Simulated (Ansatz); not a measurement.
## SnGeO₄ (model structure, started from the ZrSiO4 type, I4₁/amd, No. 141, 12 atoms in the cell)

The numbers are results of r²SCAN+SOC in Ansatz (plane waves, PAW), not measurements.

Numerical settings: plane-wave cutoff 560 eV, 6×6×6 k mesh, Fermi–Dirac smearing 0.01 eV, PAW data made under PBE.

Cell (relaxed with PBEsol):

```cif
data_Ge2O8Sn2
_chemical_formula_sum 'Sn2 Ge2 O8'
_space_group_name_H-M_alt 'P 1'
_space_group_IT_number 1
_cell_length_a 5.63958
_cell_length_b 5.63958
_cell_length_c 5.63958
_cell_angle_alpha 108.649
_cell_angle_beta 108.649
_cell_angle_gamma 111.129
loop_
_space_group_symop_operation_xyz
  'x, y, z'
loop_
_atom_site_label
_atom_site_type_symbol
_atom_site_fract_x
_atom_site_fract_y
_atom_site_fract_z
_atom_site_occupancy
Sn1 Sn 0.00000 0.00000 0.00000 1
Sn2 Sn 0.75000 0.25000 0.50000 1
Ge1 Ge 0.50000 0.50000 0.00000 1
Ge2 Ge 0.25000 0.75000 0.50000 1
O1 O 0.11639 0.30477 0.81162 1
O2 O 0.05477 0.74315 0.68838 1
O3 O 0.49315 0.30477 0.18838 1
O4 O 0.05477 0.36639 0.31162 1
O5 O 0.63361 0.94523 0.68838 1
O6 O 0.69523 0.88361 0.18838 1
O7 O 0.25685 0.94523 0.31162 1
O8 O 0.69523 0.50685 0.81162 1
```

- band gap: 2.02 eV (direct)

Note: the relaxation could raise the start's symmetry but not lower it, so the cell can be a saddle point; cell and atoms aren't relaxed at this level (largest force component 0.23 eV/Å, pressure -2.0 GPa).

Computed values are for the static lattice.

Computing time: very roughly 7 core-minutes.

A model structure was made by putting elements into a prototype or built by hand; it is no filed structure, need not be a known phase, and can be a saddle point held by its symmetry.

Ansatz is a program for electronic structure.
